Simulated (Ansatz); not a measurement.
## How far PBE and r2SCAN part for PbS, isotropic strain −3.44 %

The reference is PbS in the rock salt structure (space group Fm-3m, No. 225; a = 6.009 Å).

(Cell as relaxed with PBE.)

Levels (all Ansatz, an electronic-structure program, PAW, earlier PAW set): PBE (420 eV, spin-orbit coupling left out); r2SCAN (500 eV, no spin-orbit coupling).

Each level relaxes its own structure.

```tsv
base	PBE	r2SCAN
volume per atom	27.12 Å³	26.66 Å³
lattice parameter a	6.009 Å	5.975 Å
band gap	0.50 eV	0.70 eV
```

One thing is altered: the cell is scaled by 0.9656 in all directions, atoms relaxed at fixed cell.

```tsv
quantity	PBE	r2SCAN
pressure	6.93 GPa	7.59 GPa
energy relative to the base (free energy F)	+53 meV/atom	+57 meV/atom
gap character	direct at L	direct at L
```

PBE's pressure lies 0.66 GPa below r2SCAN's; PBE's energy relative to the base lies 4.1 meV/atom below r2SCAN's; the two agree on the gap character. Neither level is exact; r2SCAN is the comparison here, not a measurement.

Spin-orbit coupling, missing from the scalar runs, can matter with Pb. No phonon test of stability was made.
